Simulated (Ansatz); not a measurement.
What pressure 18 GPa does to BN

Base system: BN in the zinc blende structure (space group F-43m, No. 216; a = 3.6241 Å).

It is then changed as follows: cell and atoms relaxed at a pressure of 18 GPa.

Method: PBE (Ansatz, a first-principles code, PAW, no spin-orbit coupling), earlier PAW set. Γ-centred 16×16×16 mesh, Fermi–Dirac width 0.05 eV.

```csv
quantity,base,changed,shift
density,3.46 g/cm³,3.62 g/cm³,+0.16 g/cm³
lattice parameter a,3.624 Å,3.570 Å,-0.054 Å
shortest interatomic distance,1.569 Å,1.546 Å,-0.023 Å
enthalpy H = E + PV relative to the base's energy,–,+0.65 eV/atom,–
band gap,4.46 eV,4.50 eV,+0.047 eV
gap character,"indirect, Γ → X","indirect, Γ → X",–
smallest direct gap,8.79 eV,9.00 eV,+0.21 eV
mean gap deformation potential ΔEg/Δln V,–,-1.0 eV,–
width of the top valence band,6.45 eV,6.77 eV,+0.32 eV
electron mass,"0.91 mₑ along k, 0.30 mₑ across (at X)","0.90 mₑ along k, 0.30 mₑ across (at X)",–
"hole mass (degenerate bands, along [100])","0.50, 0.53, 0.53 mₑ (at Γ)",0.52 mₑ (at Γ),–
```

Final structure:

```
BN
1.0
    0.00000     1.78524     1.78524
    1.78524     0.00000     1.78524
    1.78524     1.78524     0.00000
N B
1 1
Direct
  0.75000   0.75000   0.75000
  0.00000   0.00000   0.00000
```

Load acts through the strain it causes; cell and atoms are relaxed under it. Masses are band curvatures over ±0.01 Å⁻¹ around the edge. Along k means along the line from Γ to the band edge. Stability against distortions was not tested. No other phases were tried under pressure.
